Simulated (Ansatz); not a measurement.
Consider Si in the diamond structure (space group Fd-3m, No. 227; a = 5.444 Å). Axes: x, y, z lie along the cube axes.

Level of theory: r2SCAN in Ansatz (plane waves to 500 eV, PAW, no spin-orbit coupling).

Small strains at fixed cell, atoms relaxed; stresses less that of the base, compression positive, in the order xx, yy, zz, yz, xz, xy:

| strain tensor components (%) | stress (GPa) |
|---|---|
| 0.24, -0.67, 0.26, 0.71, 1.30, 0.43 | -0.11, 0.81, -0.12, -1.17, -2.11, -0.72 |
| 0.00, 0.00, 0.00, 0.00, -0.50, 0.00 | 0.01, 0.00, 0.01, 0.00, 0.81, 0.00 |
| 0.79, 0.79, 0.79, 0.00, 0.00, 0.00 | -2.18, -2.18, -2.18, 0.00, 0.00, 0.00 |
| 0.54, -0.99, 0.05, -0.34, -1.55, -0.10 | -0.28, 1.27, 0.26, 0.57, 2.49, 0.16 |

**Question.** Extract the cubic elastic constants and what follows from them, and test mechanical stability.

**Answer.** With σ_ii = C11 ε_ii + C12 (tr ε − ε_ii) and σ_ij = 2 C44 ε_ij (tension positive), least squares gives C11 ≈ 159 GPa, C12 ≈ 59 GPa and C44 ≈ 81 GPa (good to about 1 GPa or a few per cent; finite strains leave residuals up to 0.1 GPa). Then B = (C11 + 2 C12)/3 ≈ 92 GPa, C′ = (C11 − C12)/2 ≈ 50 GPa and the Zener ratio C44/C′ ≈ 1.6. The Born criteria for a cubic crystal are met. Phonon stability is a separate test, not made here.

Measured C11 of Si: 167.5 GPa (0 K or low temperature; as listed in Tanner et al., arXiv (2021)); the computed value is 5 % below it.

Measured C12 of Si: 64.9 GPa (0 K or low temperature; as listed in Tanner et al., arXiv (2021)); the computed value is 9 % below it.

Measured C44 of Si: 80.2 GPa (0 K or low temperature; as listed in Tanner et al., arXiv (2021)); the computed value is 1 % above it.

Whether these cells are dynamically stable was not tested.

Ansatz is a program for electronic structure.
